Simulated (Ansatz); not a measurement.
End structure of the (100) surface of rock-salt TiC, V on half the Ti sites of the top plane, c(2x2) (bottom of the slab: a bare face, its two planes held):

```xyz
24
Lattice="3.0639 3.0639 0.0000 -3.0639 3.0639 0.0000 0.0000 0.0000 27.0000" Properties=species:S:1:pos:R:3 pbc="T T T"
C      0.0000     0.0000     8.0942
C      0.0000     3.0639     8.0942
Ti     1.5320     1.5320     8.0942
Ti    -1.5320     1.5320     8.0942
C      1.5320     1.5320    10.2607
C     -1.5320     1.5320    10.2607
Ti     0.0000     0.0000    10.2607
Ti     0.0000     3.0639    10.2607
C      0.0000     0.0000    12.4136
C      0.0000     3.0639    12.4136
Ti     1.5320     1.5320    12.4211
Ti    -1.5320     1.5320    12.4211
C      1.5320     1.5320    14.5926
C     -1.5320     1.5320    14.5926
Ti     0.0000     0.0000    14.5753
Ti     0.0000     3.0639    14.5750
C      0.0000     0.0000    16.7970
C      0.0000     3.0639    16.7651
Ti     1.5320     1.5320    16.7115
Ti    -1.5320     1.5320    16.7115
C      1.5320     1.5320    18.9160
C     -1.5320     1.5320    18.9160
V      0.0000     0.0000    18.7308
Ti     0.0000     3.0639    18.8150
```

Slab: 24 atoms, 10.8 Å thick at the start with caps and adatoms (thin: gaps and levels are the slab's own); k 9x9x1, smearing 0.1 eV, dipole-corrected; 8 atoms held, the rest relaxed; symmetry of the start imposed; spin-polarised, no spin-orbit, no U. The starting moment vanished. It is one candidate, not shown to be the stable structure of the face.

What is the computed work function of the top face (PBE (Ansatz, a program for electronic structure))?

4.31 eV
